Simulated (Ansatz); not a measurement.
Consider C in the diamond structure (space group Fd-3m, No. 227; a = 3.560 Å). Axes: x, y, z lie along the cube axes.

Method: r2SCAN (Ansatz, an electronic-structure program, PAW, spin-orbit coupling left out).

Modification: an isotropic linear strain of +2.50 %, atoms relaxed at fixed cell.

Predict the stress tensor and what it implies for the stiffness.

Stress of the strained cell less that of the base (GPa, compression positive):
```
 -29.12    0.00    0.00
   0.00  -29.12    0.00
   0.00    0.00  -29.12
```

Then B = −ΔP/(ΔV/V₀) with ΔV/V₀ = 0.0769 gives secant stiffness values (nonlinear terms included at this strain): B ≈ 379 GPa.

As a check, the harmonic strain energy −½ V₀ Δσ:ε is 38 meV/atom; the computed energy rise is 42 meV/atom.

Stability against distortions was not tested.
